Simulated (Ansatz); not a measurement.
System: AlB2-type MgB₂. Method: PBE-D3(BJ) (Ansatz, an electronic-structure program, PAW).

Run with plane-wave cutoff 520 eV, 24×24×16 k mesh (along the axes of the cell as run), Fermi–Dirac smearing 0.05 eV, scalar-relativistic PAW data made under PBE.

Shape and atoms are relaxed at each volume.

Pressure at four volumes; x = ln(V/9.299 Å³). One pressure is withheld.

| V (Å³/atom) | x | P (GPa) |
|---|---|---|
| 8.927 | -0.0408 | 6.65 |
| 9.299 | 0.0000 | 0.00 |
| 9.485 | 0.0198 | -2.89 |
| 9.671 | 0.0392 | ? |

**Question.** Pass a parabola P(x) through the three rows shown, estimate the bulk modulus and its pressure derivative near zero pressure, and predict the withheld pressure.

**Answer.** Slopes between the rows: (0.00 − (6.65))/(0.0000 − (-0.0408)) = -162.99 and (-2.89 − (0.00))/(0.0198 − (0.0000)) = -145.96 GPa. Their difference over the span 0.0606 is c = 17.03/0.0606 = 281.0 GPa, so P(x) = 6.65 + (-162.99)(x − (-0.0408)) + 281.0 (x − (-0.0408))(x − (0.0000)). At the middle row B = −dP/dx = −[-162.99 + 281.0 × 0.0408] = 151.5 GPa, and B′ = dB/dP = 2c/B = 3.7. At x = 0.0392 the parabola gives -5.51 GPa; the run gives -5.53 GPa. The Birch–Murnaghan fit to the energies at all volumes has B0 = 151 GPa and B′ = 3.6.

Measured, for comparison: bulk modulus 151 ± 5 GPa (room temperature, not corrected to a static lattice, B' fixed at 4, our sources range from 147 to 151; as tabulated in Vogt et al. (2001), arXiv:cond-mat/0102480). Computed (rounded) less measured: bulk modulus 0.0 % (0.0 % to +3 % over the range).

Note: the bulk modulus comes from volumes at which shape and atoms were relaxed.
